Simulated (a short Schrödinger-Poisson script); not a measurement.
System: MOS inversion layer, HfO2 on p-type Si(100), at 400 K.

From the gate side: 13.4 nm HfO2; 750 nm Si, acceptors 3.3e17 cm⁻³.

Constants are typed, rounded textbook-type inputs, not results; the design itself was drawn at random and stands for no fabricated device. HfO2: permittivity 22, conduction-band edge (eV) 1.55, gap (eV) 5.7, electron mass (mₑ) 0.2. Si: permittivity 11.7, conduction-band edge (eV) 0, gap (eV) 1.124, Nv at 300 K (cm⁻³) 3.1e19.

Channel valleys (confinement mass, in-plane density-of-states mass, number): Δ2 0.916, 0.19, 2; Δ4 0.19, 0.417, 4. At the gate the conduction-band edge of layer 1 lies 1.73 eV − eVg above the Fermi level of the channel; the field vanishes at the back. Gaps are held at their typed values at every temperature. Mesh 0.03 nm at interfaces.

Solved with a short Schrödinger-Poisson script written for these runs: 1D Poisson equation in equilibrium, electrons quantum, Hartree (BenDaniel-Duke, 12 states a valley, the channel's in-plane mass for all, wave functions ending at the dielectric), parabolic valleys, classical holes, full ionisation, no traps, pinning or gate leakage.

```
Vg (V)  electrons (cm⁻²)  C (μF/cm²)  Δ2 E0 (meV from the Fermi level)  Δ4 E0 (meV from the Fermi level)
------  ----------------  ----------  --------------------------------  --------------------------------
0.2               9.54e9       0.200                             250.0                             299.1
0.3              8.53e10       0.385                             172.8                             224.3
0.4              3.77e11       0.725                             119.2                             174.0
0.5              8.71e11       0.922                              87.6                             146.5
0.6              1.47e12        1.02                              66.8                             129.9
0.7              2.11e12        1.08                              51.4                             118.6
0.8              2.79e12        1.12                              39.1                             110.3
0.9              3.50e12        1.14                              28.7                             103.8
1                4.21e12        1.16                              19.7                              98.4
1.1              4.94e12        1.18                              11.6                              93.9
1.2              5.68e12        1.19                               4.3                              90.0
1.3              6.43e12        1.20                              -2.5                              86.6
1.4              7.18e12        1.21                              -8.8                              83.5
1.5              7.94e12        1.22                             -14.7                              80.8
1.6              8.70e12        1.23                             -20.4                              78.2
1.7              9.47e12        1.23                             -25.8                              75.8
1.8              1.02e13        1.24                             -31.0                              73.6
1.9              1.10e13        1.24                             -36.0                              71.5
```

Gate voltages with under 1e9 electrons/cm² are left out.

Question: At Vg = 1.9 V the lowest Δ2 subband lies at -36.0 meV from the Fermi level. How many electrons does it hold, and what share of all?

Answer: The two-dimensional density of states is g m/(πħ²) = 1.59e11 cm⁻² meV⁻¹ (both spins), kT = 34.5 meV, so n = D kT ln(1 + exp(−E/kT)) = 7.36e12 cm⁻², 0.67 of the 1.10e13 cm⁻² in all.

Question: Compare the slope of the sheet density between 1.7 and 1.9 V with the geometric capacitance of the layers between gate and channel.

Answer: q Δn/ΔV = 1.23 μF/cm²; ε0/Σ(t/ε) = 1.45 μF/cm². The ratio is 0.84: the channel acts as a further capacitance in series.
